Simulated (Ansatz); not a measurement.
Worked example: self-consistent single point of MgRh (Pm-3m, 2 atoms in the cell) in Ansatz (a quantum-chemistry and plane-wave program).

Computed with PBEsol, default PAW files made with PBE (plane waves; Ansatz).

```xyz
2
Lattice="3.0992 0.0000 0.0000 0.0000 3.0992 0.0000 0.0000 0.0000 3.0992" Properties=species:S:1:pos:R:3 pbc="T T T"
Rh     1.5496     1.5496     1.5496
Mg     0.0000     0.0000     0.0000
```

Reference input (self-consistent single point, DFT, PBEsol, plane waves, default PAW files made with PBE): basis.ecutwfc = 420 eV; kpoints.mp_grid.grid = 11 11 11; hamiltonian.xc = pbesol; hamiltonian.pseudopotentials = {kind: paw} (the program's default PAW files); scf.occupations.method = gaussian; scf.occupations.width = 0.136 eV. This run's input differs from it in these lines:

Ansatz 0.2 input:
```diff
@@ -12,3 +12,3 @@
 kpoints:
-  mp_grid: { grid: [11, 11, 11] }
+  mp_grid: { grid: [17, 17, 17] }
 hamiltonian:
```

The program printed (abridged):

```
SCF iter   1: F=—  HF=-8251.564252 eV  |F-HF|=—  |Δ(HF+E_count)|=         —  Δρ=6.02e-3  dr2=8.92e-3  ethr=1.77e-3  ⟨swp⟩=4.9  Hψ=12592  notcnv=0
all-band conjugate gradients solve this SCF's bands
preconditioner: auto → none
SCF iter   2: F=—  HF=-8251.563492 eV  |F-HF|=—  |Δ(HF+E_count)|=   7.60e-4  Δρ=3.00e-3  dr2=2.36e-3  ethr=3.31e-5  ⟨swp⟩=2.2  Hψ=5112  notcnv=0
SCF iter   3: F=—  HF=-8251.562949 eV  |F-HF|=—  |Δ(HF+E_count)|=   5.42e-4  Δρ=2.76e-4  dr2=1.26e-5  ethr=8.74e-6  ⟨swp⟩=2.4  Hψ=4284  notcnv=0
SCF iter   4: F=—  HF=-8251.562950 eV  |F-HF|=—  |Δ(HF+E_count)|=   4.78e-7  Δρ=6.30e-5  dr2=5.74e-7  ethr=4.66e-8  ⟨swp⟩=2.7  Hψ=5215  notcnv=0
iter 5 did not close the SCF: its close was put off for the readings that it lacked (scf_convergence_deferred on its scf_iter line)
SCF iter   5: F=-8251.562950 eV  HF=-8251.562950 eV  |F-HF|=2.08e-9  |Δ(HF+E_count)|=   7.07e-8  Δρ=8.67e-6  dr2=9.25e-9  ethr=2.13e-9  ⟨swp⟩=2.5  Hψ=5408  notcnv=0
SCF iter   6: F=-8251.562950 eV  HF=-8251.562950 eV  |F-HF|=4.40e-10  |Δ(HF+E_count)|=  4.27e-10  Δρ=1.41e-6  dr2=4.83e-10  ethr=3.43e-11  ⟨swp⟩=2.0  Hψ=9341  notcnv=0
SCF 1 converged in 6 iterations: F = -8251.562950 eV  dr2 = 4.83e-10
Free energy (F): -8251.562950 eV
Internal energy: -8251.552766 eV  (E = F + TS)
E sigma→0 (E₀):  -8251.557858 eV
Entropy (-TS):   -0.010184 eV (-5.092 meV/atom)
Fermi energy:    13.762090 eV
--- Forces (eV/Å), atoms counted from 1 ---
  atom   1  Rh     0.00000000    -0.00000000     0.00000000
  atom   2  Mg    -0.00000000     0.00000000    -0.00000000
--- Stress (GPa, compression-positive) ---
       -1.983244       0.000000      -0.000000
        0.000000      -1.983244       0.000000
        0.000000       0.000000      -1.983244
  P = ⅓ Tr σ = -1.9832 GPa (-19.832 kbar)
  The stress holds the Pulay correction. Without it, at fixed plane waves, as pw.x and ABINIT print it: P = -2.0199 GPa
```

The run converged in 6 iterations. Against the reference run the free energy falls by 1.0 meV/atom and the pressure moves little (-1.95 to -1.98 GPa).

The starting cell comes from a database of published, mostly measured structures (it also holds non-ambient and calculated ones), without a prior relaxation at this level. Spin polarisation is off. Ansatz's pressure includes its estimate of the finite-basis (Pulay) stress.
